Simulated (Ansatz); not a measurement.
For SrHfN2 (model structure, started from the LiVN2 type, Pna2₁, No. 33, 16 atoms in the cell), LDA (Ansatz, a first-principles code, plane waves, PAW) gives:

| Quantity | Value |
|---|---|
| cohesive energy | 6.91 eV/atom |
| band gap | 2.30 eV |

What does r²SCAN+rVV10 in Ansatz (PAW) give for the same quantities?


- cohesive energy: 6.19 eV/atom (decreases by 0.72 eV/atom)
- band gap: 2.57 eV (rises by 0.27 eV)

Changes are worked out from the printed values.

Unless a cell is named, each level is at its own relaxed cell (LDA 17.23, r²SCAN+rVV10 17.93 Å³/atom).

Levels without +SOC leave out spin–orbit coupling, which shifts energies and cells of such heavy elements.

Levels without +SOC have no spin–orbit coupling; where heavier elements are present it shifts gaps, mostly down, and can invert bands. Density-functional gaps are differences of (generalised) Kohn–Sham levels.

Ansatz's density-functional and Hartree–Fock values are scalar-relativistic unless marked +SOC, with PAW data made under PBE.

A model structure was made by putting elements into a prototype or built by hand; it is no filed structure, need not be a known phase, and can be a saddle point held by its symmetry.
